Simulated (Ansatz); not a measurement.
**Hypothetical R-3m KTlS2, response to strain**

Take KTlS2 (space group R-3m, No. 166; a = 3.984 Å, c = 21.707 Å (hexagonal axes); a hypothetical phase, not in the database extracts checked) as the base. Axes: x lies along a and z along c of the hexagonal cell.

Strains are applied to the cell and any free atomic positions relax; under biaxial strain the out-of-plane vector relaxes too.

Level of theory: Kohn–Sham DFT with the PBEsol functional, run in Ansatz (an electronic-structure program) with PAW and 420 eV plane waves, no SOC.

Candidates:
(a) biaxial strain +4.27 %, plane normal [001], relaxed out of plane
(b) uniaxial strain ε_zz = +1.45 %
(c) isotropic strain −1.13 %
(d) biaxial strain −3.65 %, plane normal [001], relaxed out of plane
(e) isotropic strain −2.19 %

For the base:

```
Item        Value
--------  -------
Band gap  0.89 eV
```

### Question
Order them by band gap, highest first.

### Answer
(e) isotropic strain −2.19 % (1.11 eV), (c) isotropic strain −1.13 % (1.00 eV), (d) biaxial strain −3.65 %, plane normal [001], relaxed out of plane (0.92 eV), (b) uniaxial strain ε_zz = +1.45 % (0.85 eV), (a) biaxial strain +4.27 %, plane normal [001], relaxed out of plane (0.62 eV)

With Tl present, leaving out spin-orbit coupling can change the band edges. No phonon test of stability was made.
